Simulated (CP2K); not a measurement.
## Input and output of a self-consistent single point for Ni3Pb2Se2 (R-3m, 7 atoms in the cell) (CP2K)

Method of the run: PBEsol, GPW, DZVP-MOLOPT-PBE-GTH basis, GTH-PBE potentials (POTENTIAL_UZH) run with CP2K.

Input as run:

```
&GLOBAL
  PROJECT calc
  RUN_TYPE ENERGY_FORCE
  PRINT_LEVEL LOW
&END GLOBAL
&FORCE_EVAL
  METHOD Quickstep
  STRESS_TENSOR ANALYTICAL
  &DFT
    BASIS_SET_FILE_NAME BASIS_MOLOPT_UZH
    POTENTIAL_FILE_NAME POTENTIAL_UZH
    &QS
      METHOD GPW
      EPS_DEFAULT 1E-10
    &END QS
    &MGRID
      CUTOFF 600
      REL_CUTOFF 50
      NGRIDS 5
    &END MGRID
    &SCF
      SCF_GUESS ATOMIC
      EPS_SCF 1E-6
      MAX_SCF 100
      ADDED_MOS 13
      &DIAGONALIZATION
        ALGORITHM STANDARD
      &END DIAGONALIZATION
      &MIXING
        METHOD BROYDEN_MIXING
        ALPHA 0.3
        NBUFFER 12
        BETA 1.5
      &END MIXING
      &SMEAR ON
        METHOD GAUSSIAN
        SIGMA [eV] 0.1
      &END SMEAR
    &END SCF
    &KPOINTS
      SCHEME MONKHORST-PACK 4 4 4
      GAMMA_CENTERED T
    &END KPOINTS
    &XC
      &XC_FUNCTIONAL
        &PBE
          PARAMETRIZATION PBESOL
        &END PBE
      &END XC_FUNCTIONAL
    &END XC
    &PRINT
      &MO
        EIGENVALUES T
        OCCUPATION_NUMBERS T
        NDIGITS 8
        FILENAME mo
        &EACH
          QS_SCF 0
        &END EACH
        ADD_LAST NUMERIC
      &END MO
      &MULLIKEN OFF
      &END MULLIKEN
    &END PRINT
  &END DFT
  &SUBSYS
    &CELL
      ABC 5.85983300 5.85983275 5.85983303
      ALPHA_BETA_GAMMA 58.34566045 58.34566045 58.34565876
      PERIODIC XYZ
    &END CELL
    &COORD
      SCALED
      Ni       0.00000000     0.00000000     0.50000000
      Ni       0.50000000     0.00000000     0.00000000
      Ni       0.00000000     0.50000000     0.00000000
      Pb       0.00000000     0.00000000     0.00000000
      Pb       0.50000000     0.50000000     0.50000000
      Se       0.72263700     0.72263700     0.72263700
      Se       0.27736300     0.27736300     0.27736300
    &END COORD
    &KIND Ni
      BASIS_SET DZVP-MOLOPT-PBE-GTH-q18
      POTENTIAL GTH-PBE-q18
    &END KIND
    &KIND Pb
      BASIS_SET DZVP-MOLOPT-PBE-GTH-q4
      POTENTIAL GTH-PBE-q4
    &END KIND
    &KIND Se
      BASIS_SET DZVP-MOLOPT-PBE-GTH-q6
      POTENTIAL GTH-PBE-q6
    &END KIND
  &END SUBSYS
  &PRINT
    &FORCES ON
    &END FORCES
    &STRESS_TENSOR ON
    &END STRESS_TENSOR
  &END PRINT
&END FORCE_EVAL
```

Output, abridged:

```
 GLOBAL| Method name                                                        CP2K
 GLOBAL| Project name                                                       calc
 GLOBAL| Run type                                                   ENERGY_FORCE

 TOTAL NUMBERS AND MAXIMUM NUMBERS

  Total number of            - Atomic kinds:                                   3
                             - Atoms:                                          7
                             - Shell sets:                                     7
                             - Shells:                                        44
                             - Primitive Cartesian functions:                 34
                             - Cartesian basis functions:                    149
                             - Spherical basis functions:                    130

  Maximum angular momentum of- Orbital basis functions:                        3
                             - Local part of the GTH pseudopotential:          2
                             - Non-local part of the GTH pseudopotential:      4

 SCF PARAMETERS         Density guess:                                    ATOMIC
                        max_scf:                                             100
                        max_diis:                                              4
                        eps_scf:                                        1.00E-06
                        eps_diis:                                       1.00E-01
                        eps_eigval:                                     1.00E-05
                        level_shift [a.u.]:                             0.000000
                        added MOs                                        13    0
                        Mixing method:                            BROYDEN_MIXING
                                                charge density mixing in g-space
                        Smear method:                                   GAUSSIAN
                        Smearing width (sigma) [a.u.]:                  3.67E-03
                        Accuracy threshold:                             1.00E-10
                        No outer SCF

 Extrapolation method: initial_guess

 Number of electrons:                                                         74
 Number of occupied orbitals:                                                 37
 Number of molecular orbitals:                                                50

 Number of orbital functions:                                                130
 Number of independent orbital functions:                                    130

 SCF WAVEFUNCTION OPTIMIZATION

  Step     Update method      Time    Convergence         Total energy    Change
     1 NoMix/Diag. 0.30E+00      -     1.31727988      -535.8359873066 -5.36E+02
     2 Broy./Diag. 0.30E+00      -     0.20899158      -520.3831450134  1.55E+01
     3 Broy./Diag. 0.30E+00      -     0.02604589      -536.1108062539 -1.57E+01
     4 Broy./Diag. 0.30E+00      -     0.13821251      -533.7693372664  2.34E+00
     5 Broy./Diag. 0.30E+00      -     0.05381652      -535.6245332735 -1.86E+00
     6 Broy./Diag. 0.30E+00      -     0.06520940      -532.6681372781  2.96E+00
     7 Broy./Diag. 0.30E+00      -     0.01708900      -535.1544583144 -2.49E+00
   [... 8 lines left out ...]
    16 Broy./Diag. 0.30E+00      -     0.00003875      -534.6765765572 -1.79E-03
    17 Broy./Diag. 0.30E+00      -     0.00000907      -534.6766779490 -1.01E-04
    18 Broy./Diag. 0.30E+00      -     0.00000515      -534.6767377172 -5.98E-05
    19 Broy./Diag. 0.30E+00      -     0.00000318      -534.6767428247 -5.11E-06
    20 Broy./Diag. 0.30E+00      -     0.00000057      -534.6767432338 -4.09E-07

  *** SCF run converged in    20 steps ***

  Electronic density on regular grids:        -73.9999999183        0.0000000817
  Core density on regular grids:               73.9999999923       -0.0000000077
  Total charge density on r-space grids:        0.0000000740
  Total charge density g-space grids:           0.0000000740

  Overlap energy of the core charge distribution:               0.00000000029986
  Self energy of the core charge distribution:               -838.81411270733815
  Core Hamiltonian energy:                                    231.40022710660782
  Hartree energy:                                             129.19841271552781
  Exchange-correlation energy:                                -56.46054711432020
  Smearing free energy correction:                             -0.00072323568836
  Fermi energy:                                                 0.25485561637523

  Total energy:                                              -534.67674323382073
  Total energy (extrapolated to sigma->0):                   -534.67638161597654

 ENERGY| Total FORCE_EVAL ( QS ) energy [hartree]           -534.676747305745153

 FORCES| Atomic forces [hartree/bohr]
 FORCES|   Atom     x               y               z               |f|
 FORCES|      1  1.16838703E-08  9.86871787E-09 -6.30019066E-09   1.65407624E-08
 FORCES|      2 -4.55774476E-10 -2.23964017E-09 -9.19252622E-10   2.46348205E-09
 FORCES|      3  1.35909433E-08 -1.18846788E-09  6.47470607E-09   1.51012587E-08
 FORCES|      4  4.64036811E-11 -4.95078961E-09 -2.78559744E-09   5.68084713E-09
 FORCES|      5  4.08507823E-09  5.68736164E-09  2.58505978E-09   7.46434730E-09
 FORCES|      6  6.94163949E-04  3.87548793E-04  2.70709946E-04   8.39846134E-04
 FORCES|      7 -6.94181350E-04 -3.87557674E-04 -2.70712494E-04   8.39865436E-04
 FORCES| Sum     1.15497206E-08 -1.70359895E-09 -3.49361334E-09
 FORCES| Total atomic force                                       1.21862065E-08

 STRESS| Analytical stress tensor [bar]
 STRESS|                        x                   y                   z
 STRESS|      x       -1.63876278770E+04   1.75840602175E+03   1.22823880113E+03
 STRESS|      y        1.75840602175E+03  -1.85557185363E+04   6.85702493105E+02
 STRESS|      z        1.22823880113E+03   6.85702493105E+02  -1.90584013374E+04
 STRESS| 1/3 Trace                                            -1.80005825836E+04
```

The run converged in 20 iterations.

The starting cell comes from a database of computed structures (which also holds hypothetical and non-ambient phases and stackings), without a prior relaxation at this level. Spin polarisation is off, so a magnetic state, if there is one, cannot be reached. Values carry the incompleteness of an atom-centred basis. The potentials were made for another functional than the one used.

Cost on one core of a shared machine: roughly 2 min.
